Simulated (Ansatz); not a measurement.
**SnGe (model structure, started from the WC type, P-6m2, No. 187, 2 atoms in the cell)**

Level of theory: LDA in Ansatz (plane waves, PAW).

Settings: plane-wave cutoff 520 eV, 18×18×16 k mesh (along the axes of the cell as run), Fermi–Dirac smearing 0.05 eV, scalar-relativistic PAW data made under PBE.

Cell (relaxed at this level):

SnGe has the hexagonal space group P-6m2 (No. 187), Pearson symbol hP2. Conventional cell: a = b = 3.835 Å, c = 3.619 Å, α = β = 90.00°, γ = 120.00°. Sn on 1a is surrounded by 6 Ge at 2.860 Å (trigonal prismatic). Ge on 1f has 6 Sn at 2.860 Å (trigonal prismatic). (Neighbours: up to the widest gap in distance over summed covalent radii, below 1.35, at either atom; cation-cation and far metal-metal contacts left out.)

* **band gap**: zero (no gap)
* **bulk modulus B0**: 57.5 GPa

Note: the bulk modulus is −V dP/dV from two relaxed cells at ±2 % in volume; the relaxation could raise the start's symmetry but not lower it, so the cell can be a saddle point.

Spin–orbit coupling is not included; it can open a gap where bands touch, and shift volumes and moduli.

It cost around 2.6 core-minutes (rough) of CPU time.

A model structure was made by putting elements into a prototype or built by hand; it is no filed structure, need not be a known phase, and can be a saddle point held by its symmetry.

Ansatz is a program for electronic structure.
